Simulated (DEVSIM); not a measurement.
System: Ti/La2O3/p-Si capacitor, at 300 K.

| layer (left to right) | material | thickness (nm) | Na (cm⁻³) |
|---|---|---|---|
| 1 | La2O3 | 15.0 | - |
| 2 | Si | 3700 | 2.4e16 |

Metal gate on the left, work function 4.33 eV. Fixed charge at the semiconductor interface 1.8e11 cm⁻² (in units of +e); no interface traps.

This is a model device: material constants are rounded textbook-type values typed into the input, and sizes, dopings and lifetimes were drawn at random. Values at 300 K; Nc and Nv go as T^1.5, mobilities as T to minus their exponent, the gap by Varshni's rule with the affinity fixed.

| parameter | La2O3 | Si |
|---|---|---|
| gap (eV) | 5.8 | 1.124 |
| affinity (eV) | 1.8 | 4.05 |
| permittivity | 27 | 11.7 |
| Nc (cm⁻³) | - | 2.86e19 |
| Nv (cm⁻³) | - | 3.1e19 |
| Varshni α (eV/K) | - | 0.000473 |
| Varshni β (K) | - | 636 |

Simulated with DEVSIM: 1D Poisson equation in equilibrium, Boltzmann statistics, complete ionisation; no quantum confinement or tunnelling. Metal contacts follow the ideal Schottky-Mott rule: no Fermi-level pinning, no interface dipoles.

The temperature was swept, all else fixed.

| temperature (K) | threshold voltage (band bending 2φF) (V) | flat-band voltage (V) | minimum of the low-frequency capacitance (μF/cm²) |
|---|---|---|---|
| 250 | 0.17 | -0.73 | 0.0523 |
| 300 | 0.13 | -0.68 | 0.0557 |
| 350 | 0.09 | -0.63 | 0.0613 |
| 400 | 0.05 | -0.57 | 0.0684 |
| 450 | 0.00 | -0.52 | 0.0778 |
| 500 | -0.04 | -0.46 | 0.0973 |

From the first row to the last the threshold voltage (band bending 2φF) goes from 0.17 to -0.04. From the first row to the last the flat-band voltage goes from -0.73 to -0.46.
